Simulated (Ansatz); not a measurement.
For wurtzite BN (high-pressure phase), rVV10 in Ansatz (plane waves, PAW) gives:

| Item | Result |
|---|---|
| equilibrium lattice constant a | 2.564 Å |
| c axis length | 4.242 Å |
| cohesive energy | 6.93 eV/atom |
| band gap | 5.43 eV |

Q: What does LC-ωPBE in Ansatz (PAW) give for the same quantities?

A: 
- lattice constant a: 2.531 Å (decreases by 1.3 %)
- lattice parameter c: 4.184 Å (shrinks by 1.4 %)
- cohesive energy: 6.90 eV/atom (falls by 0.03 eV/atom)
- band gap: 11.82 eV (grows by 6.39 eV)

For comparison: lattice constant a 2.55 Å (measured, temperature not stated, not corrected to a static lattice; as tabulated in Doll et al. (2008), arXiv:0810.5476); lattice parameter c 4.2 Å (measured, temperature not stated, no zero-point or thermal correction; as tabulated in Doll et al. (2008), arXiv:0810.5476).

Changes are worked out from the printed values.

Unless a cell is named, each level is at its own relaxed cell (rVV10 6.04, LC-ωPBE 5.80 Å³/atom).

Density-functional gaps are differences of (generalised) Kohn–Sham levels.

Ansatz's density-functional and Hartree–Fock values are scalar-relativistic unless marked +SOC, with PAW data made under PBE.

Ansatz is a quantum-chemistry and plane-wave program.
